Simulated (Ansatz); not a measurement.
Input and output of a self-consistent single point for La3Rh2 (R-3, 15 atoms in the cell) (Ansatz, a quantum-chemistry and plane-wave program).

Level of theory: PBEsol, default PAW files made with PBE (plane waves; Ansatz).

The change in words: lattice scaled by 0.97; basis.ecutwfc: 420 eV → 250 eV. Reference geometry:
```
La3Rh2
1.0
    4.47635     2.58442     5.72879
   -4.47635     2.58442     5.72879
    0.00000    -5.16884     5.72879
La Rh
9 6
Direct
  0.00000   0.00000   0.00000
  0.79734   0.79734   0.79734
  0.20266   0.20266   0.20266
  0.38847   0.16164   0.67120
  0.61153   0.83836   0.32880
  0.67120   0.38847   0.16164
  0.32880   0.61153   0.83836
  0.16164   0.67120   0.38847
  0.83836   0.32880   0.61153
  0.16540   0.95654   0.59044
  0.83460   0.04346   0.40956
  0.59044   0.16540   0.95654
  0.40956   0.83460   0.04346
  0.95654   0.59044   0.16540
  0.04346   0.40956   0.83460
```

Reference input (self-consistent single point, DFT, PBEsol, plane waves, default PAW files made with PBE): basis.ecutwfc = 420 eV; kpoints.mp_grid.grid = 3 3 3; hamiltonian.xc = pbesol; hamiltonian.pseudopotentials = {kind: paw} (the program's default PAW files); scf.occupations.method = fermi_dirac; scf.occupations.width = 0.1 eV. This run's input differs from it in these lines:

Ansatz 0.2 input:
```diff
@@ -3,5 +3,5 @@
   lattice:
-    - [4.476350, 2.584422, 5.728793]
-    - [-4.476350, 2.584422, 5.728793]
-    - [0.000000, -5.168844, 5.728793]
+    - [4.342059, 2.506889, 5.556929]
+    - [-4.342059, 2.506889, 5.556929]
+    - [0.000000, -5.013779, 5.556929]
   atoms:
@@ -23,3 +23,3 @@
 basis:
-  ecutwfc: 420.0 eV
+  ecutwfc: 250.0 eV
 kpoints:
```

Output (repeated stretches shortened):

```
SCF iter   1: F=—  HF=-93481.898707 eV  |F-HF|=—  |Δ(HF+E_count)|=         —  Δρ=3.25e-2  dr2=3.21e0  ethr=1.77e-3  ⟨swp⟩=6.8  Hψ=2839  notcnv=0
all-band conjugate gradients solve this SCF's bands
preconditioner: auto → Kerker (q_TF=auto, 2.472 Å⁻¹)
SCF iter   2: F=—  HF=-93481.364541 eV  |F-HF|=—  |Δ(HF+E_count)|=   5.34e-1  Δρ=1.10e-2  dr2=2.09e-1  ethr=1.60e-3  ⟨swp⟩=2.3  Hψ=1167  notcnv=0
SCF iter   3: F=—  HF=-93481.330667 eV  |F-HF|=—  |Δ(HF+E_count)|=   3.39e-2  Δρ=3.20e-3  dr2=2.46e-2  ethr=1.04e-4  ⟨swp⟩=2.2  Hψ=1380  notcnv=0
SCF iter   4: F=—  HF=-93481.330514 eV  |F-HF|=—  |Δ(HF+E_count)|=   1.53e-4  Δρ=4.16e-4  dr2=1.02e-3  ethr=1.22e-5  ⟨swp⟩=2.0  Hψ=1331  notcnv=0
SCF iter   5: F=—  HF=-93481.330390 eV  |F-HF|=—  |Δ(HF+E_count)|=   1.24e-4  Δρ=8.62e-5  dr2=8.65e-5  ethr=5.06e-7  ⟨swp⟩=2.0  Hψ=755  notcnv=0
SCF iter   6: F=—  HF=-93481.330398 eV  |F-HF|=—  |Δ(HF+E_count)|=   7.49e-6  Δρ=1.36e-5  dr2=1.04e-6  ethr=4.30e-8  ⟨swp⟩=2.0  Hψ=888  notcnv=0
SCF iter   7: F=-93481.330398 eV  HF=-93481.330398 eV  |F-HF|=4.34e-8  |Δ(HF+E_count)|=   4.16e-8  Δρ=4.60e-6  dr2=9.66e-8  ethr=4.98e-11  ⟨swp⟩=11.5  Hψ=3648  notcnv=0
SCF 1 converged in 7 iterations: F = -93481.330398 eV  dr2 = 9.66e-8
Free energy (F): -93481.330398 eV
Internal energy: -93480.948181 eV  (E = F + TS)
E sigma→0 (E₀):  -93481.139289 eV
Entropy (-TS):   -0.382217 eV (-25.481 meV/atom)
Fermi energy:    15.328274 eV
--- Forces (eV/Å), atoms counted from 1 ---
  atom   1  La     0.00000000     0.00000000     0.00000000
  atom   2  La    -0.00000000     0.00000000    -0.02257320
  atom   3  La     0.00000000    -0.00000000     0.02257320
  atom   4  La     0.06993480     0.31529328     0.05734745
  atom   5  La    -0.06993480    -0.31529328    -0.05734745
  atom   6  La    -0.30801939    -0.09708133     0.05734744
  atom   7  La     0.30801939     0.09708133    -0.05734744
  atom   8  La     0.23808459    -0.21821196     0.05734743
   [... lines left out ...]
  atom  15  Rh    -0.06258437    -0.06122631     0.05846040
--- Stress (GPa, compression-positive) ---
        4.214094       0.000000       0.000000
       -0.000000       4.214094       0.000000
       -0.000000       0.000000       3.230684
  P = ⅓ Tr σ = 3.8863 GPa (38.863 kbar)
  The stress holds the Pulay correction. Without it, at fixed plane waves, as pw.x and ABINIT print it: P = -29.0354 GPa
```

The run converged in 7 iterations. Against the reference run the free energy goes up by 773 meV/atom, the pressure goes from -3.00 to 3.89 GPa and the largest force goes from 0.120 to 0.328 eV/Å.

The starting cell comes from a database of computed structures (which also holds hypothetical and non-ambient phases and stackings), without a prior relaxation at this level. For this run, on top of that: lattice scaled by 0.97. Spin polarisation is off. Ansatz's pressure includes its estimate of the finite-basis (Pulay) stress. Without the estimate this run gives -29.04 GPa. The cutoff lies below the one recommended for these files.
